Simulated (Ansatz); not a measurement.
CuPd, pressure series

Take CuPd in the CsCl type structure (space group Pm-3m, No. 221) as the base.

```yaml
crystal:
  lattice:
    - [2.96170, 0.00000, 0.00000]
    - [0.00000, 2.96170, 0.00000]
    - [0.00000, 0.00000, 2.96170]
  atoms:
    - { symbol: Cu, position: [0.00000, 0.00000, 0.00000] }
    - { symbol: Pd, position: [0.50000, 0.50000, 0.50000] }
```

Cell and atoms are relaxed at each pressure.

Computed with PBEsol (Ansatz, a program for electronic structure, PAW, without spin-orbit coupling).

| P (GPa) | V (Å³/atom) |
|---|---|
| -2.00 | 13.135 |
| -1.00 | 13.061 |
| 0.29 | 12.969 |
| 0.69 | 12.942 |
| 1.50 | 12.886 |
| 3.01 | 12.788 |
| 5.00 | 12.665 |
| 7.51 | 12.519 |
| 10.01 | 12.383 |

Question: Fit a third-order Birch–Murnaghan equation of state.

Answer: Least squares on P(V) = (3B₀/2)[(V₀/V)^(7/3) − (V₀/V)^(5/3)]·[1 + (3/4)(B₀′ − 4)((V₀/V)^(2/3) − 1)] gives V₀ = 12.99 Å³/atom, B₀ = 185 GPa and B₀′ = 5.2.

Load acts through the strain it causes; cell and atoms are relaxed under it. Whether these cells are dynamically stable was not tested. Competing high-pressure phases were not computed. All final runs are without spin polarisation.
